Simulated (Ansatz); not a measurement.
Given:

```xyz
2
Lattice="0.0000 2.7192 2.7192 2.7192 0.0000 2.7192 2.7192 2.7192 0.0000" Properties=species:S:1:pos:R:3 pbc="T T T"
Ga     0.0000     0.0000     0.0000
P      1.3596     1.3596     1.3596
```

Calculation: HSE06 with spin-orbit coupling, rigid bands (plane waves, PAW; Ansatz, a first-principles code). How the cell was made: cell and atoms relaxed with PBEsol.

### Question
What conductivity effective mass do dilute electrons have at 300 K?

### Answer
0.34 mₑ.

### Question
What conductivity effective mass do dilute holes have at 300 K?

### Answer
0.48 mₑ.

### Question
And the band gap?

### Answer
2.22 eV at this level.

Rigid bands, one relaxation time for all states, no polarons. Geometry: cell and atoms relaxed with PBEsol.
